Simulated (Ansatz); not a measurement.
## Mo under a change: biaxial strain +3.00 %, plane normal [001], relaxed out of plane

The reference is Mo in the bcc (W type) structure (space group Im-3m, No. 229; a = 3.151 Å; relaxed with 0.1 eV smearing). Axes: x, y, z lie along the cube axes.

One thing is altered: biaxial strain +3.00 %, plane normal [001], relaxed out of plane (Cartesian); in-plane vectors clamped, the third vector and the atoms free.

Computed with r2SCAN/PAW in Ansatz (a first-principles code), no spin-orbit coupling. Γ-centred 29×29×29 mesh, Fermi–Dirac width 0.1 eV.

```json
[
 {"quantity": "volume per atom", "base": "15.64 Å³", "changed": "16.28 Å³", "shift": "+0.64 Å³"},
 {"quantity": "space group", "base": "Im-3m (No. 229)", "changed": "I4/mmm (No. 139)", "shift": "–"},
 {"quantity": "energy relative to the base (free energy F)", "base": "0 meV/atom", "changed": "+45 meV/atom", "shift": "+45 meV/atom"},
 {"quantity": "band gap", "base": "zero", "changed": "zero", "shift": "–"},
 {"quantity": "out-of-plane strain", "base": "–", "changed": "-1.87 %", "shift": "–"},
 {"quantity": "ratio −ε⊥/ε∥", "base": "–", "changed": "0.62", "shift": "–"},
 {"quantity": "mean in-plane stress (compression positive)", "base": "–", "changed": "-14.6 GPa", "shift": "–"}
]
```

Final structure (turned so that z lies along the plane normal):

```
CELL_PARAMETERS angstrom
      3.24548     0.00000     0.00000
      0.00000     3.24548     0.00000
      1.62274    -1.62274     1.54603
ATOMIC_POSITIONS crystal
  Mo 0.00000 0.00000 0.00000
```

No phonon test of stability was made. All final runs are without spin polarisation.
